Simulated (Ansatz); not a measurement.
Levels about the gap of amorphous In24O41Nb2 (67 atoms in a cell of 945 Å³, 6.32 g/cm³; zone centre alone, so wide bands show as single levels with stretches between that a denser mesh fills), at the geometry that PBE relaxed, where it gives -1.5 GPa on a denser mesh. The participation number counts the atoms over which a state spreads; weights are charges in smoothed Voronoi cells. The levels come from a single point, so bond lengths are those of that geometry. Method of the levels: r2SCAN, scalar-relativistic without spin-orbit coupling (Ansatz, a quantum-chemistry and plane-wave program). Sampling: the zone centre alone; Fermi-Dirac width 0.02 eV; no spin polarisation. At PBE the levels at the filled edge of the gap are localised (band-tail or defect states).

Preparation: random packing, a CHGNet melt and quench, and a DFT relaxation. O atoms were pushed apart under 1.9 Å during the dynamics, to hinder bonds among them. The hot cell started wider than the set density and was brought back towards it in steps. It is the lowest in DFT energy of 2 quenches. It is a model cell: composition and starting density were chosen by hand, and all elements were melted together. No dispersion term was used. Its density started from a set value of 6.32 and ended at 6.32 g/cm³. The simulated quench (nominally 280 K/ps over its main leg) is rapid and tends to freeze in more defects than a deposited or slowly cooled glass has. A cell of this size samples the disorder only roughly. The volume was held where the preparation left it and the shape relaxed, at a PBE pressure of -1.5 GPa (tension). Stress components on the final sampling reach 1.5 GPa.

```json
[
 {"E - E(highest filled), eV": "-0.29", "filling": "filled", "participation number": "14.3", "largest on": "O, 3 neighbours", "weight O": "0.94", "weight Nb": "0.00", "weight In": "0.05"},
 {"E - E(highest filled), eV": "-0.26", "filling": "filled", "participation number": "11.9", "largest on": "O, 3 neighbours", "weight O": "0.94", "weight Nb": "0.00", "weight In": "0.05"},
 {"E - E(highest filled), eV": "-0.21", "filling": "filled", "participation number": "6.9", "largest on": "O, 3 neighbours", "weight O": "0.95", "weight Nb": "0.01", "weight In": "0.04"},
 {"E - E(highest filled), eV": "-0.19", "filling": "filled", "participation number": "21.8", "largest on": "O, 4 neighbours", "weight O": "0.94", "weight Nb": "0.00", "weight In": "0.06"},
 {"E - E(highest filled), eV": "-0.17", "filling": "filled", "participation number": "19.6", "largest on": "O, 3 neighbours", "weight O": "0.94", "weight Nb": "0.00", "weight In": "0.05"},
 {"E - E(highest filled), eV": "-0.09", "filling": "filled", "participation number": "8.7", "largest on": "O, 3 neighbours", "weight O": "0.94", "weight Nb": "0.01", "weight In": "0.05"},
 {"E - E(highest filled), eV": "0.00", "filling": "filled", "participation number": "6.1", "largest on": "O, 3 neighbours", "weight O": "0.95", "weight Nb": "0.00", "weight In": "0.05"},
 {"E - E(highest filled), eV": "1.26", "filling": "empty", "participation number": "61.3", "largest on": "In, 5 neighbours", "weight O": "0.55", "weight Nb": "0.01", "weight In": "0.44"},
 {"E - E(highest filled), eV": "3.66", "filling": "empty", "participation number": "27.9", "largest on": "Nb, 6 neighbours", "weight O": "0.51", "weight Nb": "0.18", "weight In": "0.32"},
 {"E - E(highest filled), eV": "3.71", "filling": "empty", "participation number": "20.5", "largest on": "Nb, 6 neighbours", "weight O": "0.47", "weight Nb": "0.25", "weight In": "0.27"},
 {"E - E(highest filled), eV": "3.88", "filling": "empty", "participation number": "30.5", "largest on": "Nb, 6 neighbours", "weight O": "0.52", "weight Nb": "0.15", "weight In": "0.33"},
 {"E - E(highest filled), eV": "3.92", "filling": "empty", "participation number": "11.9", "largest on": "Nb, 6 neighbours", "weight O": "0.44", "weight Nb": "0.34", "weight In": "0.22"},
 {"E - E(highest filled), eV": "4.03", "filling": "empty", "participation number": "3.8", "largest on": "Nb, 6 neighbours", "weight O": "0.38", "weight Nb": "0.51", "weight In": "0.11"},
 {"E - E(highest filled), eV": "4.08", "filling": "empty", "participation number": "31.6", "largest on": "Nb, 6 neighbours", "weight O": "0.50", "weight Nb": "0.18", "weight In": "0.32"}
]
```

Most localised among these is the empty level at +4.03 eV, on a Nb atom, which has 6 neighbours (O 1.86 Å, O 1.93 Å, O 1.94 Å, O 1.94 Å, O 2.36 Å, O 2.39 Å).
